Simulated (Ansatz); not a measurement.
Si well of 12 atomic layers along [001] in random Si0.7Ge0.3, interfaces graded over 8 layers

Prepared with Tersoff's 1989 multicomponent potential (SiCGe.tersoff) (LAMMPS): minimisation. Geometry as solved with PBE, support functions at accuracy medium on the grid of 370 eV (Ansatz, an electronic-structure program).

```xyz
648
Lattice="16.67 0.00 0.00 0.00 16.67 0.00 0.00 0.00 49.55" Properties=species:S:1:pos:R:3 pbc="T T T"
Si     0.01     0.05    -0.03
Si     1.36     1.41     1.39
Si     2.73     2.78     0.02
Ge     4.15     4.18     1.40
Ge     2.79     0.03     2.79
Si     4.21     1.42     4.20
Si     0.00     2.74     2.80
Ge     1.37     4.21     4.16
Si     0.01     0.05     5.59
Si     1.36     1.41     6.99
Ge     2.81     2.79     5.62
Si     4.18     4.21     7.03
Ge     2.77     0.02     8.38
Si     4.17     1.45     9.75
Si     0.04     2.80     8.39
Si     1.41     4.19     9.76
Si     0.00    -0.05    11.15
Ge     1.41     1.39    12.51
Si     2.80     2.82    11.12
Si     4.15     4.15    12.56
Si     2.82     0.00    13.91
Si     4.22     1.36    15.25
Si     0.03     2.80    13.91
Si     1.37     4.21    15.26
Si     0.00     0.00    16.70
Si     1.38     1.38    18.04
Ge     2.78     2.78    16.63
Si     4.17     4.20    18.01
Si     2.78    -0.02    19.37
Si     4.15     1.36    20.75
Si    -0.01     2.79    19.38
Si     1.39     4.17    20.73
Si     0.00     0.00    22.08
Si     1.39     1.40    23.44
Si     2.77     2.78    22.08
Si     4.16     4.16    23.44
Si     2.81     0.03    24.77
Si     4.18     1.40    26.16
Si     0.00     2.78    24.80
Si     1.39     4.17    26.16
Si     0.00     0.05    27.52
Si     1.40     1.40    28.89
Si     2.78     2.78    27.52
Si     4.17     4.17    28.87
Si     2.78    -0.01    30.24
Si     4.15     1.40    31.61
Si     0.01     2.78    30.24
Si     1.41     4.16    31.60
Si     0.03     0.03    32.95
Si     1.40     1.39    34.34
Si     2.78     2.78    32.98
Si     4.16     4.15    34.36
Si     2.78    -0.01    35.70
Si     4.16     1.36    37.08
Si     0.02     2.75    35.72
Si     1.40     4.13    37.09
Ge     0.00    -0.01    38.46
Si     1.41     1.39    39.85
Si     2.77     2.74    38.44
Ge     4.20     4.18    39.78
Si     2.77    -0.01    41.23
Si     4.12     1.36    42.61
Si    -0.03     2.73    41.19
Ge     1.38     4.10    42.60
Si    -0.01     0.00    44.00
Si     1.36     1.38    45.40
Si     2.76     2.70    44.01
Ge     4.19     4.12    45.37
Si     2.74     0.00    46.75
Ge     4.15     1.38    48.18
Si     0.00     2.76    46.80
Si     1.36     4.14    48.19
Si     0.02     5.55     0.01
Si     1.37     6.95     1.38
Si     2.75     8.31     0.00
Ge     4.14     9.69     1.42
Si     2.76     5.62     2.79
Si     4.14     6.91     4.24
Si    -0.02     8.31     2.77
Ge     1.41     9.67     4.19
Si     0.03     5.62     5.59
Si     1.41     6.96     7.00
Si     2.80     8.30     5.63
Si     4.14     9.73     6.97
Si     2.77     5.58     8.38
Si     4.11     6.96     9.78
Si     0.01     8.32     8.36
Si     1.37     9.70     9.75
Si     0.03     5.59    11.11
Si     1.39     6.96    12.52
Si     2.75     8.35    11.14
Si     4.15     9.74    12.49
Si     2.77     5.57    13.89
Si     4.14     6.92    15.29
Si    -0.01     8.33    13.89
Si     1.40     9.70    15.25
Si    -0.01     5.57    16.64
Si     1.39     6.94    18.01
Si     2.77     8.33    16.64
Si     4.16     9.71    18.00
Si     2.77     5.57    19.37
Si     4.16     6.95    20.74
Si     0.02     8.31    19.39
Si     1.40     9.72    20.73
Si     0.00     5.56    22.09
Si     1.39     6.95    23.45
Si     2.78     8.34    22.10
Si     4.17     9.73    23.45
Si     2.78     5.56    24.80
Si     4.18     6.95    26.15
Si     0.01     8.34    24.80
Si     1.39     9.73    26.16
Si     0.01     5.57    27.52
Si     1.41     6.95    28.87
Si     2.79     8.34    27.51
Si     4.16     9.72    28.89
Si     2.79     5.56    30.24
Si     4.17     6.95    31.60
Si     0.04     8.37    30.20
Si     1.39     9.73    31.61
Si     0.04     5.53    32.96
Ge     1.42     6.94    34.35
Si     2.81     8.37    32.95
Si     4.18     9.73    34.33
Si     2.80     5.52    35.76
Si     4.17     6.95    37.09
Si     0.01     8.37    35.72
Si     1.42     9.71    37.07
Si     0.03     5.50    38.48
Si     1.39     6.95    39.78
Si     2.79     8.34    38.45
Si     4.15     9.75    39.82
Ge     2.78     5.59    41.21
Si     4.18     6.94    42.65
Ge    -0.01     8.32    41.20
Ge     1.45     9.71    42.63
Ge    -0.02     5.56    44.02
Si     1.41     6.96    45.38
Si     2.83     8.31    44.04
Si     4.17     9.73    45.39
Ge     2.77     5.55    46.80
Si     4.18     6.96    48.19
Ge     0.00     8.33    46.79
Si     1.43     9.71    48.17
Ge    -0.01    11.10     0.00
Ge     1.40    12.51     1.45
Ge     2.77    13.96     0.01
Si     4.21    15.30     1.41
Si     2.79    11.11     2.82
Ge     4.22    12.50     4.19
Ge    -0.02    13.92     2.87
Si     1.38    15.34     4.23
Ge    -0.06    11.08     5.59
Ge     1.36    12.50     7.04
Ge     2.78    13.94     5.61
Si     4.21    15.33     6.96
Si     2.76    11.05     8.38
Ge     4.15    12.48     9.77
Si    -0.02    13.89     8.45
Si     1.38    15.26     9.79
Si    -0.02    11.08    11.11
Ge     1.37    12.49    12.52
Si     2.77    13.91    11.15
Si     4.13    15.28    12.52
Si     2.79    11.08    13.91
Si     4.15    12.46    15.30
Si    -0.04    13.89    13.90
Ge     1.39    15.27    15.29
Si     0.05    11.12    16.60
Si     1.40    12.50    18.01
Si     2.81    13.86    16.67
Si     4.18    15.28    18.01
Si     2.78    11.10    19.37
Si     4.17    12.50    20.72
Si     0.01    13.88    19.38
Si     1.39    15.27    20.73
Si     0.00    11.10    22.08
Si     1.39    12.49    23.44
Si     2.78    13.89    22.09
Si     4.18    15.28    23.44
Si     2.78    11.11    24.80
Si     4.17    12.49    26.17
Si    -0.03    13.87    24.77
Ge     1.39    15.28    26.15
Si     0.01    11.13    27.51
Si     1.40    12.49    28.89
Si     2.80    13.87    27.54
Si     4.17    15.28    28.88
Si     2.78    11.11    30.25
Si     4.16    12.51    31.61
Si     0.03    13.86    30.27
Si     1.40    15.28    31.61
Si     0.01    11.13    32.98
Si     1.41    12.50    34.34
Si     2.78    13.90    32.97
Si     4.15    15.30    34.32
Si     2.79    11.11    35.71
Si     4.14    12.49    37.11
Si     0.04    13.87    35.72
Si     1.42    15.26    37.07
Ge    -0.02    11.11    38.45
Ge     1.41    12.55    39.88
Si     2.82    13.93    38.45
Si     4.18    15.29    39.86
Si     2.83    11.12    41.23
Si     4.21    12.48    42.60
Si    -0.01    13.95    41.24
Si     1.37    15.31    42.61
Ge    -0.01    11.12    44.05
Si     1.40    12.50    45.43
Ge     2.78    13.88    43.99
Si     4.14    15.32    45.40
Si     2.76    11.08    46.75
Ge     4.14    12.49    48.14
Ge    -0.02    13.92    46.79
Si     1.37    15.36    48.16
Si     5.57    -0.03     0.02
Ge     6.95     1.37     1.43
Si     8.30     2.78     0.01
Ge     9.68     4.14     1.46
Si     8.38    -0.04     2.81
Si     9.74     1.36     4.16
Si     5.55     2.80     2.83
Si     6.90     4.19     4.19
Si     5.57     0.02     5.57
Si     6.89     1.40     6.97
Ge     8.31     2.76     5.55
Ge     9.75     4.17     6.99
Ge     8.30     0.04     8.40
Si     9.73     1.43     9.77
Si     5.55     2.80     8.36
Si     6.96     4.13     9.74
Ge     5.55     0.02    11.15
Si     6.98     1.41    12.54
Si     8.32     2.77    11.13
Ge     9.72     4.16    12.54
Si     8.35     0.00    13.91
Si     9.73     1.40    15.27
Si     5.57     2.78    13.90
Si     6.93     4.18    15.28
Si     5.57    -0.01    16.64
Si     6.98     1.37    17.98
Si     8.33     2.78    16.62
Si     9.72     4.15    18.00
Si     8.34     0.00    19.36
Si     9.72     1.39    20.73
Ge     5.57     2.77    19.38
Si     6.98     4.19    20.76
Si     5.56    -0.01    22.09
Si     6.94     1.39    23.44
Si     8.35     2.78    22.10
Si     9.73     4.17    23.45
Si     8.33     0.00    24.80
Si     9.72     1.39    26.15
Si     5.56     2.78    24.80
Si     6.95     4.18    26.15
Si     5.56    -0.01    27.51
Si     6.94     1.39    28.86
Si     8.32     2.78    27.51
Si     9.71     4.16    28.87
Si     8.36     0.03    30.21
Si     9.72     1.38    31.62
Si     5.53     2.76    30.22
Ge     6.94     4.16    31.62
Si     5.52     0.04    32.99
Si     6.93     1.38    34.37
Si     8.34     2.74    33.01
Si     9.72     4.16    34.33
Si     8.31    -0.02    35.72
Ge     9.73     1.40    37.09
Si     5.55     2.77    35.73
Si     6.94     4.16    37.07
Si     5.55     0.00    38.47
Si     6.94     1.39    39.81
Si     8.30     2.81    38.47
Si     9.71     4.17    39.80
Ge     8.32    -0.04    41.20
Ge     9.71     1.38    42.66
Ge     5.57     2.75    41.26
Si     6.97     4.16    42.66
Ge     5.56     0.01    44.00
Si     6.97     1.41    45.42
Si     8.33     2.80    44.06
Si     9.76     4.15    45.38
Si     8.33    -0.01    46.77
Ge     9.73     1.39    48.17
Si     5.60     2.76    46.80
Si     6.93     4.15    48.19
Si     5.56     5.55    -0.03
Ge     6.98     6.91     1.40
Si     8.37     8.30     0.00
Ge     9.76     9.70     1.39
Si     8.33     5.55     2.87
Si     9.72     6.95     4.22
Ge     5.56     8.31     2.88
Si     6.96     9.71     4.28
Si     5.52     5.52     5.58
Ge     6.95     6.92     6.96
Si     8.38     8.35     5.61
Si     9.73     9.73     6.99
Si     8.32     5.53     8.39
Ge     9.72     6.97     9.75
Ge     5.53     8.36     8.40
Si     6.96     9.74     9.79
Ge     5.55     5.55    11.15
Si     6.98     6.95    12.52
Si     8.32     8.36    11.16
Si     9.67     9.73    12.54
Si     8.31     5.57    13.93
Si     9.72     6.90    15.29
Ge     5.54     8.34    13.90
Si     6.94     9.77    15.27
Si     5.54     5.56    16.64
Si     6.91     6.93    18.03
Ge     8.33     8.34    16.66
Si     9.75     9.75    18.03
Si     8.34     5.55    19.37
Si     9.73     6.94    20.71
Si     5.54     8.33    19.37
Si     6.94     9.73    20.71
Si     5.55     5.56    22.09
Si     6.94     6.95    23.44
Si     8.31     8.31    22.05
Ge     9.72     9.72    23.45
Si     8.33     5.56    24.79
Si     9.72     6.94    26.15
Si     5.56     8.34    24.80
Si     6.94     9.72    26.17
Si     5.56     5.56    27.51
Si     6.94     6.95    28.87
Si     8.34     8.33    27.51
Si     9.71     9.73    28.88
Si     8.34     5.58    30.21
Si     9.74     6.93    31.58
Si     5.56     8.33    30.23
Si     6.92     9.75    31.58
Si     5.52     5.57    33.00
Si     6.91     6.92    34.37
Ge     8.32     8.33    32.98
Si     9.74     9.76    34.34
Si     8.32     5.53    35.69
Ge     9.71     6.95    37.10
Si     5.53     8.32    35.70
Ge     6.94     9.73    37.10
Si     5.60     5.59    38.41
Si     6.94     6.94    39.83
Si     8.33     8.33    38.52
Si     9.71     9.72    39.86
Ge     8.35     5.56    41.25
Si     9.74     7.00    42.65
Ge     5.55     8.35    41.23
Si     6.97     9.76    42.61
Si     5.56     5.54    43.96
Ge     6.92     6.97    45.36
Si     8.35     8.40    43.99
Si     9.74     9.77    45.36
Ge     8.35     5.53    46.79
Si     9.72     6.95    48.18
Si     5.51     8.34    46.78
Ge     6.99     9.69    48.13
Ge     5.58    11.11     0.02
Ge     6.98    12.59     1.42
Si     8.38    13.93    -0.02
Si     9.75    15.27     1.39
Ge     8.35    11.11     2.86
Si     9.79    12.50     4.20
Si     5.57    13.97     2.81
Si     6.94    15.32     4.18
Si     5.57    11.08     5.63
Si     6.96    12.44     6.98
Ge     8.32    13.85     5.55
Ge     9.73    15.30     6.97
Si     8.34    11.09     8.38
Si     9.68    12.49     9.77
Ge     5.59    13.90     8.34
Si     6.96    15.26     9.79
Si     5.58    11.10    11.16
Si     6.96    12.48    12.51
Si     8.32    13.88    11.15
Si     9.69    15.25    12.54
Si     8.33    11.13    13.91
Si     9.72    12.50    15.28
Ge     5.55    13.88    13.90
Si     6.97    15.30    15.29
Si     5.56    11.11    16.66
Si     6.95    12.51    18.00
Si     8.35    13.89    16.64
Si     9.73    15.28    18.01
Si     8.34    11.13    19.37
Si     9.72    12.52    20.73
Si     5.56    13.89    19.37
Si     6.95    15.28    20.72
Si     5.56    11.11    22.08
Si     6.93    12.51    23.45
Si     8.33    13.90    22.09
Si     9.72    15.28    23.44
Si     8.31    11.14    24.83
Si     9.72    12.51    26.17
Si     5.55    13.89    24.81
Si     6.95    15.28    26.16
Si     5.55    11.10    27.53
Si     6.94    12.50    28.87
Si     8.33    13.90    27.52
Si     9.72    15.28    28.87
Si     8.33    11.12    30.23
Si     9.75    12.48    31.57
Si     5.53    13.87    30.22
Ge     6.92    15.31    31.59
Si     5.55    11.12    32.96
Si     6.95    12.46    34.34
Ge     8.37    13.87    32.99
Si     9.75    15.30    34.39
Si     8.35    11.13    35.70
Si     9.71    12.52    37.08
Ge     5.56    13.89    35.72
Si     6.96    15.29    37.13
Si     5.53    11.14    38.49
Si     6.94    12.51    39.84
Si     8.34    13.89    38.47
Si     9.76    15.26    39.82
Si     8.32    11.12    41.20
Ge     9.74    12.52    42.59
Si     5.56    13.88    41.22
Si     6.93    15.24    42.61
Si     5.56    11.09    43.98
Ge     6.98    12.50    45.36
Si     8.34    13.93    43.98
Si     9.70    15.30    45.37
Si     8.40    11.12    46.77
Si     9.73    12.49    48.19
Ge     5.57    13.95    46.78
Si     6.98    15.31    48.19
Si    11.14    -0.01     0.05
Si    12.48     1.42     1.39
Si    13.86     2.74    -0.02
Ge    15.28     4.12     1.38
Ge    13.90     0.05     2.78
Si    15.32     1.40     4.20
Si    11.12     2.75     2.82
Si    12.45     4.15     4.21
Si    11.10     0.04     5.58
Si    12.48     1.35     7.00
Ge    13.88     2.76     5.60
Ge    15.31     4.22     7.01
Si    13.85    -0.01     8.38
Ge    15.28     1.38     9.76
Si    11.12     2.74     8.36
Ge    12.51     4.17     9.74
Ge    11.11    -0.01    11.16
Si    12.52     1.41    12.54
Si    13.88     2.77    11.16
Ge    15.30     4.19    12.52
Si    13.90     0.00    13.85
Ge    15.28     1.40    15.29
Si    11.15     2.76    13.93
Si    12.50     4.18    15.29
Si    11.09     0.03    16.66
Si    12.50     1.40    18.02
Si    13.87     2.80    16.67
Si    15.28     4.18    18.01
Si    13.89     0.01    19.38
Si    15.28     1.40    20.73
Si    11.11     2.78    19.38
Si    12.50     4.17    20.72
Si    11.11     0.00    22.09
Si    12.50     1.39    23.44
Si    13.89     2.78    22.09
Si    15.28     4.17    23.44
Si    13.89     0.00    24.80
Si    15.28     1.40    26.15
Si    11.12     2.77    24.80
Si    12.51     4.17    26.15
Si    11.09    -0.03    27.49
Ge    12.49     1.39    28.89
Si    13.91     2.80    27.50
Si    15.30     4.16    28.87
Si    13.89    -0.01    30.30
Si    15.29     1.39    31.60
Si    11.07     2.80    30.27
Si    12.50     4.15    31.61
Si    11.11    -0.01    32.99
Si    12.49     1.39    34.34
Si    13.87     2.74    32.95
Ge    15.28     4.14    34.34
Si    13.87     0.03    35.73
Si    15.27     1.41    37.07
Si    11.14     2.81    35.70
Si    12.51     4.15    37.11
Si    11.15    -0.03    38.48
Si    12.55     1.35    39.83
Si    13.90     2.77    38.47
Si    15.28     4.15    39.84
Si    13.89    -0.02    41.24
Si    15.30     1.34    42.58
Ge    11.12     2.76    41.18
Ge    12.51     4.21    42.62
Si    11.13    -0.02    44.04
Si    12.50     1.34    45.43
Ge    13.92     2.73    44.03
Si    15.31     4.13    45.43
Si    13.90    -0.01    46.80
Si    15.27     1.39    48.16
Si    11.14     2.77    46.75
Si    12.50     4.11    48.16
Ge    11.11     5.52    -0.01
Ge    12.50     6.95     1.44
Ge    13.91     8.38     0.00
Si    15.29     9.73     1.45
Ge    13.91     5.54     2.87
Si    15.31     6.98     4.23
Si    11.09     8.31     2.84
Ge    12.51     9.72     4.21
Si    11.13     5.58     5.58
Si    12.52     6.95     6.96
Si    13.92     8.32     5.62
Si    15.26     9.68     7.03
Si    13.89     5.62     8.38
Si    15.30     6.96     9.75
Si    11.15     8.35     8.32
Si    12.53     9.69     9.73
Si    11.11     5.56    11.13
Ge    12.54     6.94    12.50
Si    13.94     8.35    11.11
Si    15.28     9.72    12.51
Si    13.90     5.56    13.95
Si    15.28     6.96    15.27
Ge    11.09     8.35    13.92
Si    12.52     9.76    15.29
Si    11.11     5.54    16.65
Si    12.50     6.94    18.00
Si    13.87     8.32    16.62
Ge    15.29     9.73    18.00
Si    13.89     5.56    19.36
Si    15.28     6.94    20.73
Si    11.13     8.34    19.37
Si    12.51     9.72    20.74
Si    11.11     5.56    22.08
Si    12.51     6.94    23.44
Si    13.90     8.33    22.09
Si    15.29     9.72    23.44
Si    13.90     5.56    24.80
Si    15.29     6.95    26.15
Si    11.14     8.31    24.83
Si    12.51     9.73    26.16
Si    11.09     5.53    27.49
Ge    12.50     6.95    28.87
Si    13.93     8.36    27.50
Si    15.30     9.74    28.87
Si    13.89     5.50    30.23
Ge    15.32     6.93    31.57
Si    11.10     8.37    30.26
Si    12.49     9.77    31.59
Si    11.09     5.53    32.94
Ge    12.46     6.93    34.37
Ge    13.91     8.38    32.98
Si    15.31     9.78    34.38
Si    13.87     5.53    35.75
Ge    15.30     6.93    37.09
Si    11.09     8.40    35.72
Si    12.47     9.78    37.07
Si    11.13     5.53    38.48
Si    12.46     6.92    39.88
Ge    13.83     8.36    38.49
Si    15.24     9.75    39.88
Si    13.92     5.58    41.20
Si    15.26     6.93    42.59
Si    11.10     8.34    41.24
Si    12.47     9.75    42.59
Si    11.08     5.59    44.03
Si    12.48     6.92    45.39
Ge    13.87     8.33    43.99
Si    15.24     9.73    45.42
Ge    13.89     5.53    46.80
Si    15.31     6.92    48.20
Ge    11.11     8.36    46.78
Si    12.51     9.79    48.16
Si    11.14    11.14     0.00
Si    12.51    12.50     1.39
Si    13.86    13.87    -0.02
Ge    15.28    15.29     1.33
Si    13.89    11.12     2.77
Si    15.23    12.47     4.18
Si    11.10    13.86     2.76
Ge    12.46    15.28     4.18
Si    11.10    11.12     5.62
Si    12.50    12.43     7.02
Ge    13.87    13.84     5.61
Ge    15.30    15.29     7.01
Si    13.90    11.09     8.39
Si    15.26    12.48     9.77
Ge    11.14    13.86     8.40
Si    12.55    15.26     9.78
Ge    11.11    11.10    11.14
Si    12.52    12.51    12.54
Si    13.90    13.88    11.16
Si    15.28    15.27    12.51
Si    13.90    11.11    13.89
Si    15.31    12.47    15.25
Si    11.08    13.86    13.88
Ge    12.47    15.30    15.24
Si    11.12    11.12    16.65
Si    12.47    12.49    18.04
Ge    13.91    13.87    16.66
Si    15.30    15.29    18.05
Si    13.87    11.13    19.40
Si    15.28    12.51    20.74
Si    11.10    13.91    19.37
Si    12.50    15.29    20.73
Si    11.13    11.14    22.06
Si    12.51    12.51    23.44
Si    13.89    13.90    22.08
Si    15.28    15.29    23.43
Si    13.89    11.11    24.79
Si    15.28    12.49    26.14
Si    11.11    13.89    24.79
Si    12.50    15.28    26.14
Si    11.11    11.11    27.52
Si    12.50    12.51    28.87
Si    13.87    13.87    27.48
Ge    15.28    15.27    28.89
Si    13.90    11.13    30.23
Si    15.28    12.49    31.62
Si    11.12    13.90    30.23
Si    12.49    15.27    31.63
Si    11.12    11.13    32.97
Si    12.49    12.51    34.34
Si    13.87    13.87    32.96
Ge    15.29    15.29    34.34
Si    13.88    11.15    35.72
Si    15.27    12.54    37.06
Si    11.13    13.90    35.74
Si    12.52    15.29    37.09
Si    11.06    11.11    38.44
Ge    12.50    12.51    39.82
Si    13.92    13.92    38.44
Si    15.26    15.27    39.87
Si    13.87    11.11    41.24
Ge    15.25    12.55    42.62
Si    11.14    13.94    41.22
Si    12.49    15.30    42.63
Si    11.14    11.12    44.00
Si    12.52    12.51    45.37
Si    13.85    13.94    44.02
Si    15.25    15.31    45.37
Si    13.87    11.14    46.76
Si    15.23    12.50    48.16
Ge    11.11    13.90    46.78
Si    12.52    15.30    48.19
```
